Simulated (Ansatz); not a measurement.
Pyrite ZnS2 (high-pressure phase)

These are HSE06 (plane waves, PAW; Ansatz, a quantum-chemistry and plane-wave program) values and carry that method's errors.

Settings: plane-wave cutoff 460 eV, 4×4×4 k mesh, Fermi–Dirac smearing 0.01 eV, scalar-relativistic PAW data made under PBE.

Cell: relaxed with PBEsol: a = b = c = 5.889 Å, α = β = γ = 90.00°.

| Quantity | Value |
|---|---|
| band gap | 2.49 eV (indirect) |
| smallest direct gap on the k points sampled | 2.69 eV |

Note: cell and atoms aren't relaxed at this level (largest force component 0.20 eV/Å, pressure 2.7 GPa).

Computed values are for the static lattice.
